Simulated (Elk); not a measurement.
Band structure of TiSi (Amm2, 2 atoms in the cell).

```xyz
2
Lattice="3.8343 0.0000 0.0000 0.0000 1.8235 2.1594 0.0000 -1.8235 2.1594" Properties=species:S:1:pos:R:3 pbc="T T T"
Ti     0.0000     0.0000     0.1937
Si     1.9171     0.0000     2.4041
```

Method: PBEsol, all-electron FP-LAPW, Elk's shipped species files, default APW+lo basis run with Elk.

Settings: xctype = 22; swidth = 0.00499791 Ha; ngridk = 11 16 16; maxscl = 100.

The starting cell comes from a database of computed structures (which also holds hypothetical and non-ambient phases and stackings), without a prior relaxation at this level. Its lattice was rescaled by a random factor within 2.5 % of one. Spin polarisation is off. Values depend on the basis (sphere radii, cutoffs, local orbitals), which need not be converged.

Levels in eV from the Fermi level, bands 5 to 12:
```csv
point,5,6,7,8,9,10,11,12
Γ,-11.49,-2.31,-1.60,-1.02,1.62,2.30,2.77,5.00
X,-5.84,-3.60,-2.81,-0.72,-0.61,-0.05,3.30,3.70
S,-7.54,-6.15,-2.73,-0.83,1.67,2.25,4.16,4.92
R,-7.76,-4.65,-2.58,-1.68,1.41,1.77,1.83,3.24
A,-4.77,-4.52,-3.53,-1.96,1.85,2.04,2.64,4.05
Z,-10.17,-6.36,-0.73,0.55,0.60,1.69,2.86,7.64
Y,-5.77,-3.74,-1.35,-1.22,-0.78,-0.20,2.78,3.09
X1,-5.84,-3.60,-2.81,-0.72,-0.61,-0.05,3.30,3.70
A1,-4.77,-4.52,-3.53,-1.96,1.85,2.04,2.64,4.05
T,-4.74,-3.68,-3.29,-3.17,2.08,2.47,2.89,4.00
```

Bands cross the Fermi level along this path, so the cell is metallic at this level.
